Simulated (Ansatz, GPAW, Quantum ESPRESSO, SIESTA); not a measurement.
## One structure in several programs: Mg₆NbCu (Amm2, 8 atoms in the cell)

Self-consistent single point.

```
Mg6NbCu
1.0
    4.83661     0.00000     0.00000
    0.00000     3.02627     5.40426
    0.00000    -3.02627     5.40426
Mg Nb Cu
6 1 1
Cartesian
  0.00000   1.46024   6.32860
  0.00000  -1.46024   6.32860
  0.00000   0.00000   3.57351
  2.41831   1.55804   4.52455
  2.41831  -1.55804   4.52455
  2.41831   0.00000   1.80362
  2.41831   0.00000   7.32774
  0.00000   0.00000   8.82299
```

All programs got the same cell, k-point mesh and kind of occupations (in Ansatz's words: kpoints.mp_grid.grid = 3 3 3; scf.occupations.method = fermi_dirac; scf.occupations.width = 0.05 eV); potentials, basis and cutoffs are each program's usual ones.

| code | model | pressure (GPa) | largest force (eV/Å) | k-points | cutoff |
|---|---|---|---|---|---|
| GPAW | LDA (Perdew-Wang 92), GPAW PAW datasets LDA (gpaw-data 1.0.1) | -3.68 | 0.286 | 8 | 800 eV |
| SIESTA | LDA PW92, numerical atomic orbitals TZP, PseudoDojo LDA standard norm-conserving potentials (rewritten from UPF to PSML) | -2.96 | 0.120 | 14 | grid 350 Ry |
| Quantum ESPRESSO | LDA (PW92), PseudoDojo standard norm-conserving (LDA) pseudopotentials | -3.61 | 0.299 | 8 | 95 Ry |
| Ansatz | LDA (PW92), PAW files made with PBE | -3.64 | 0.289 | 8 | 420 eV |

Size of the force on each atom (eV/Å): Sizes of forces hide their directions.

| code | Mg1 | Mg2 | Mg3 | Mg4 | Mg5 | Mg6 | Nb7 | Cu8 |
|---|---|---|---|---|---|---|---|---|
| GPAW | 0.216 | 0.216 | 0.075 | 0.062 | 0.062 | 0.046 | 0.024 | 0.286 |
| SIESTA | 0.090 | 0.090 | 0.029 | 0.066 | 0.066 | 0.106 | 0.087 | 0.120 |
| Quantum ESPRESSO | 0.209 | 0.209 | 0.073 | 0.066 | 0.066 | 0.045 | 0.050 | 0.299 |
| Ansatz | 0.212 | 0.212 | 0.073 | 0.064 | 0.064 | 0.045 | 0.034 | 0.289 |

The spread over the programs that give each value: pressure within 0.72 GPa; largest force within 0.179 eV/Å.

The starting cell comes from a database of computed structures (which also holds hypothetical and non-ambient phases and stackings), without a prior relaxation at this level. On Ansatz's run: Spin polarisation is off. In the base run, with a pressure of about -4 GPa the cell is away from its equilibrium volume at this level. Without a gap this mesh is coarse (it stands for a supercell whose shortest vector is 15 Å).

### Question
Why do the programs differ, and what cannot be compared?

### Answer
Differences of this kind can come from the potentials, where these differ, and from what each basis and cutoff leave unconverged. The valence holds different numbers of electrons (GPAW 84, SIESTA 92, Quantum ESPRESSO 92, Ansatz (a first-principles code) 92). The zero of total energies and Fermi levels follows the potentials and each program's conventions, so they are not compared here. SIESTA uses small atom-centred bases, whose incompleteness enters pressures, forces and empty levels differently from a plane-wave cutoff. Ansatz's pressure is given at a fixed set of plane waves, as the other plane-wave codes print theirs. The programs reduce the same mesh by symmetry to different extents, which changes the work and not the result. In the force vectors, SIESTA (by 0.169) lies more than 0.08 eV/Å from the median of the plane-wave programs.

The shared mesh is coarse (it stands for a supercell whose shortest vector is 15 Å), so the values are not converged in it.

Left out of this page: ABINIT and FLEUR (with a known weakness of the program); CP2K (unsound by tests on forces, stress, charge or solver warnings); Elk (not drawn, or without a comparable value).

Keys are those of Ansatz 0.2.
